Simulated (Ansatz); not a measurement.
The structure below was relaxed with plane-wave PAW DFT at the r2SCAN level (Ansatz, an electronic-structure program, 500 eV), no SOC.

Space group Amm2 (No. 38); a = 2.7283 Å, b = 9.3878 Å, c = 9.6780 Å, α = β = γ = 90.00°

```json
[
 {"atom": "W", "site": "2b", "symmetry": "mm2", "x": "0.5000", "y": "0.5000", "z": "0.0423"},
 {"atom": "W", "site": "2a", "symmetry": "mm2", "x": "0.0000", "y": "0.0000", "z": "0.2879"},
 {"atom": "Re", "site": "2b", "symmetry": "mm2", "x": "0.5000", "y": "0.5000", "z": "0.5373"},
 {"atom": "Re", "site": "2a", "symmetry": "mm2", "x": "0.0000", "y": "0.0000", "z": "0.7990"},
 {"atom": "Re", "site": "4d", "symmetry": "m..", "x": "0.0000", "y": "0.2607", "z": "0.4590"},
 {"atom": "W", "site": "4e", "symmetry": "m..", "x": "0.5000", "y": "0.2560", "z": "0.2078"}
]
```

**Question.** Write out a cell with all atoms.

**Answer.** 
```cif
data_Re8W8
_chemical_formula_sum 'W8 Re8'
_space_group_name_H-M_alt 'P 1'
_space_group_IT_number 1
_cell_length_a 2.72832
_cell_length_b 9.38779
_cell_length_c 9.67798
_cell_angle_alpha 90.000
_cell_angle_beta 90.000
_cell_angle_gamma 90.000
loop_
_space_group_symop_operation_xyz
  'x, y, z'
loop_
_atom_site_label
_atom_site_type_symbol
_atom_site_fract_x
_atom_site_fract_y
_atom_site_fract_z
_atom_site_occupancy
W1 W 0.50000 0.50000 0.04229 1
W2 W 0.00000 0.50000 0.78785 1
Re1 Re 0.50000 0.50000 0.53731 1
Re2 Re 0.00000 0.50000 0.29900 1
Re3 Re 0.00000 0.23926 0.95898 1
W3 W 0.50000 0.74404 0.20779 1
Re4 Re 0.00000 0.76074 0.95898 1
W4 W 0.50000 0.25596 0.20779 1
W5 W 0.50000 0.00000 0.54229 1
W6 W 0.00000 0.00000 0.28785 1
Re5 Re 0.50000 0.00000 0.03731 1
Re6 Re 0.00000 0.00000 0.79900 1
Re7 Re 0.00000 0.73926 0.45898 1
W7 W 0.50000 0.24404 0.70779 1
Re8 Re 0.00000 0.26074 0.45898 1
W8 W 0.50000 0.75596 0.70779 1
```
This is the conventional cell.

Each cell is one ordered arrangement of few atoms, which overstates ordering effects compared with a random alloy. No phonon test of stability was made. All final runs are without spin polarisation. The cell was made from Re by this change: x(W) = 0.5, 8 atoms, Amm2.
